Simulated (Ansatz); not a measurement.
Consider InP in the zinc blende structure (space group F-43m, No. 216; a = 5.9594 Å).

Calculations: PBE (Ansatz, a quantum-chemistry and plane-wave program, PAW, without spin-orbit coupling).

Base values:

Lattice parameter a: 5.959 Å
Gap character: direct at Γ
Band gap: 0.44 eV
Electron mass: 0.037 mₑ (at Γ)

Perturbation: cell and atoms relaxed at a pressure of 0.3 GPa.

Problem. What does the calculation give for the lattice parameter a after the change?

Solution. The lattice parameter a falls by 0.0098 Å (5.959 Å → 5.950 Å).

Problem. Estimate the effect on the gap character.

Solution. The gap character is still direct at Γ.

Problem. Predict the new band gap.

Solution. The band gap rises by 0.03 eV, from 0.44 eV to 0.47 eV.

Problem. How does this affect the electron mass?

Solution. The electron mass changes from 0.037 mₑ (at Γ) to 0.039 mₑ (at Γ).

Load acts through the strain it causes; cell and atoms are relaxed under it. Effective masses come from finite differences of ±0.01 Å⁻¹. Stability against distortions was not tested.
